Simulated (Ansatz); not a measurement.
A self-consistent single point of NbZn₃ (P4mm, 4 atoms in the cell) with Ansatz (a quantum-chemistry and plane-wave program).

Method of the run: LDA (PW92), default PAW files made with PBE (plane waves; Ansatz).

```
NbZn3
1.0
    3.89825     0.00000     0.00000
    0.00000     3.89825     0.00000
    0.00000     0.00000     3.89825
Nb Zn
1 3
Direct
  0.00000   0.00000   0.01283
  0.50000   0.00000   0.50000
  0.00000   0.50000   0.50000
  0.50000   0.50000   0.00000
```

Reference input (self-consistent single point, DFT, LDA (PW92), plane waves, default PAW files made with PBE): basis.ecutwfc = 420 eV; kpoints.mp_grid.grid = 9 9 9; hamiltonian.xc = lda; hamiltonian.pseudopotentials = {kind: paw} (the program's default PAW files); scf.occupations.method = gaussian; scf.occupations.width = 0.1 eV. This run's input differs from it in these lines:

Ansatz 0.2 input:
```diff
@@ -14,3 +14,3 @@
 kpoints:
-  mp_grid: { grid: [9, 9, 9] }
+  mp_grid: { grid: [15, 15, 15] }
 hamiltonian:
@@ -19,3 +19,3 @@
 scf:
-  occupations: { method: gaussian, width: 0.1 }
+  occupations: { method: methfessel_paxton, width: 0.05 }
 output:
```

Log, with long lists cut:

```
SCF iter   1: F=—  HF=-14182.089647 eV  |F-HF|=—  |Δ(HF+E_count)|=         —  Δρ=9.81e-3  dr2=8.42e-2  ethr=1.77e-3  ⟨swp⟩=6.0  Hψ=39451  notcnv=0
all-band conjugate gradients solve this SCF's bands
preconditioner: auto → Kerker (q_TF=auto, 2.643 Å⁻¹)
SCF iter   2: F=—  HF=-14182.072999 eV  |F-HF|=—  |Δ(HF+E_count)|=   1.66e-2  S|Δr|=    0.00e0  Δρ=3.67e-3  dr2=1.32e-2  ethr=1.72e-4  ⟨swp⟩=2.0  Hψ=12189  notcnv=0  defer=330
   [... lines left out ...]
SCF iter   7: F=—  HF=-14182.069703 eV  |F-HF|=—  |Δ(HF+E_count)|=   1.17e-6  S|Δr|=    0.00e0  Δρ=1.30e-5  dr2=1.00e-7  ethr=5.33e-9  ⟨swp⟩=2.0  Hψ=13818  notcnv=0  defer=330
SCF iter   8: F=—  HF=-14182.069703 eV  |F-HF|=—  |Δ(HF+E_count)|=   3.64e-8  S|Δr|=    0.00e0  Δρ=1.72e-5  dr2=9.44e-8  ethr=2.04e-10  ⟨swp⟩=8.7  Hψ=38048  notcnv=0
SCF iter   9: F=-14182.069703 eV  HF=-14182.069703 eV  |F-HF|=1.49e-9  |Δ(HF+E_count)|=   6.04e-8  S|Δr|=    0.00e0  Δρ=2.42e-6  dr2=1.83e-9  ethr=1.93e-10  ⟨swp⟩=4.6  Hψ=29685  notcnv=0
SCF 1 converged in 9 iterations: F = -14182.069703 eV  dr2 = 1.83e-9
Stability not checked (fill_not_monotonic)
Free energy (F): -14182.069703 eV
Internal energy: -14182.069561 eV  (E = F + TS)
E sigma→0 (E₀):  -14182.069667 eV
Entropy (-TS):   -0.000142 eV (-0.035 meV/atom)
Fermi energy:    13.274743 eV
--- Forces (eV/Å), atoms counted from 1 ---
  atom   1  Nb     0.00000000     0.00000000    -0.54900407
  atom   2  Zn    -0.00000000     0.00000000     0.25313907
  atom   3  Zn    -0.00000000     0.00000000     0.25313907
  atom   4  Zn    -0.00000000     0.00000000     0.04272731
--- Stress (GPa, compression-positive) ---
       -6.372240       0.000000      -0.000000
        0.000000      -6.372240       0.000000
       -0.000000       0.000000      -6.409516
  P = ⅓ Tr σ = -6.3847 GPa (-63.847 kbar)
  The stress holds the Pulay correction. Without it, at fixed plane waves, as pw.x and ABINIT print it: P = -6.4463 GPa
```

The run converged in 9 iterations. Against the reference run the free energy goes up by 1.1 meV/atom, the pressure hardly changes (-6.40 to -6.38 GPa) and the largest force hardly changes (0.550 to 0.549 eV/Å).

The starting cell comes from a database of computed structures (which also holds hypothetical and non-ambient phases and stackings), without a prior relaxation at this level. Its lattice was rescaled by up to half a per cent. One atom was moved a little off its site on purpose. Spin polarisation is off. With a pressure of about -6 GPa the cell is away from its equilibrium volume at this level. Ansatz's pressure includes its estimate of the finite-basis (Pulay) stress.
